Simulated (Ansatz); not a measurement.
A relaxation of the atoms of Nb3Pd (P1, 4 atoms in the cell) with Ansatz (a quantum-chemistry and plane-wave program).

Level of theory: PBEsol, default PAW files made with PBE (plane waves; Ansatz).

The change in words: atoms moved at random; relax: default → atoms; relax.f_tol: default → 0.03 eV/Å. Reference geometry:
```
CELL_PARAMETERS angstrom
      1.72259    -2.21736     0.00000
      1.72259     2.21736     0.00000
      0.00000     0.00000     9.07671
ATOMIC_POSITIONS crystal
  Nb 0.50000 0.50000 0.76021
  Nb 0.50000 0.50000 0.23979
  Nb 0.00000 0.00000 0.50000
  Pd 0.00000 0.00000 0.00000
```

Reference input (self-consistent single point, DFT, PBEsol, plane waves, default PAW files made with PBE): kpoints.mp_grid.grid = 11 11 4; kpoints.mp_grid.shift = 0.5 0.5 0.5; hamiltonian.xc = pbesol; hamiltonian.pseudopotentials = {kind: paw} (the program's default PAW files); scf.occupations.method = fermi_dirac; scf.occupations.width = 0.0037 Ry. This run's input differs from it in these lines:

Ansatz 0.2 input:
```diff
@@ -7,6 +7,6 @@
   atoms:
-    - { symbol: Nb, position: [0.500000, 0.500000, 0.760210] }
-    - { symbol: Nb, position: [0.500000, 0.500000, 0.239790] }
-    - { symbol: Nb, position: [0.000000, 0.000000, 0.500000] }
-    - { symbol: Pd, position: [0.000000, 0.000000, 0.000000] }
+    - { symbol: Nb, position: [0.491310, 0.480694, 0.766459] }
+    - { symbol: Nb, position: [0.490139, 0.511566, 0.242773] }
+    - { symbol: Nb, position: [-0.012905, -0.008340, 0.489447] }
+    - { symbol: Pd, position: [0.031456, 0.016080, 0.001320] }
 kpoints:
@@ -18,2 +18,4 @@
   occupations: { method: fermi_dirac, width: 0.0037 Ry }
+relax:
+  f_tol: 0.03
 output:
```

Output (repeated stretches shortened):

```
   [... SCF lines of the steps left out ...]
relax step   1: F+E_penalty+E_count = -20393.58402712 eV  Δ(F+E_penalty+E_count) = +0.000e0 eV  max|allowed force component| = 8.990e-1 eV/Å  Δτ_max = 0.0000 Å  (6 SCF iters, dr2 threshold 2.25e-5 eV, accepted)
relax step   2: F+E_penalty+E_count = -20393.59835139 eV  Δ(F+E_penalty+E_count) = -1.432e-2 eV  max|allowed force component| = 1.043e0 eV/Å  Δτ_max = 0.1970 Å  (6 SCF iters, dr2 threshold 5.05e-5 eV, accepted)
relax step   3: F+E_penalty+E_count = -20393.67680891 eV  Δ(F+E_penalty+E_count) = -7.846e-2 eV  max|allowed force component| = 1.166e-2 eV/Å  Δτ_max = 0.1022 Å  (6 SCF iters, dr2 threshold 6.80e-5 eV, accepted)
relax step   4: F+E_penalty+E_count = -20393.67680909 eV  Δ(F+E_penalty+E_count) = -1.747e-7 eV  max|allowed force component| = 1.167e-2 eV/Å  Δτ_max = 0.0000 Å  (6 SCF iters, accepted)
Free energy (F): -20393.676809 eV
Internal energy: -20393.650189 eV  (E = F + TS)
E sigma→0 (E₀):  -20393.663499 eV
Entropy (-TS):   -0.026620 eV (-6.655 meV/atom)
Fermi energy:    18.118771 eV
--- Forces (eV/Å), atoms counted from 1 ---
  atom   1  Nb    -0.00056215    -0.01166939     0.00098665
  atom   2  Nb    -0.00280555     0.00258156     0.01007042
  atom   3  Nb     0.00459509     0.00721241    -0.01123707
  atom   4  Pd    -0.00122843     0.00187647     0.00018216
--- Stress (GPa, compression-positive) ---
       -7.200195       0.000017      -0.003341
        0.000017      -6.928020      -0.037685
       -0.003341      -0.037685      -6.886212
  P = ⅓ Tr σ = -7.0048 GPa (-70.048 kbar)
  The stress holds the Pulay correction. Without it, at fixed plane waves, as pw.x and ABINIT print it: P = -7.0317 GPa
   [... lines left out ...]
  atoms:
    - { symbol: Nb, position: [0.4990743317931313, 0.5008460766273479, 0.760342519864267] }
    - { symbol: Nb, position: [0.5005534717149723, 0.4997331601831219, 0.23956132518843481] }
    - { symbol: Nb, position: [-6.86662812208357e-5, -0.00043482712409763716, 0.5001452509238994] }
    - { symbol: Pd, position: [0.00044086277311732025, -0.0001444096863720271, -5.009597660098261e-5] }
```

The run converged.  The full log also holds: “iter 5 did not close the SCF: its close was put off for the readings that it lacked (scf_convergence_deferred on its scf_iter line)”. The full log also holds: “iter 5 did not close the SCF: its close was put off for the readings that it lacked (scf_convergence_deferred on its scf_iter line)”.

Summary of the result:
* **Free energy E − TS (on the zero of these files)**: -20393.6768 eV
* **Fermi level (on the code's own zero)**: 18.12 eV
* **Pressure**: -7.00 GPa
* **Largest force (vector length)**: 0.014 eV/Å
* **Relaxation steps**: 4

The starting cell comes from a database of computed structures (which also holds hypothetical and non-ambient phases and stackings), without a prior relaxation at this level. For this run, on top of that: atoms moved at random. Spin polarisation is off. Ansatz's pressure includes its estimate of the finite-basis (Pulay) stress.

Cost on one core of a shared machine: roughly 3 min.
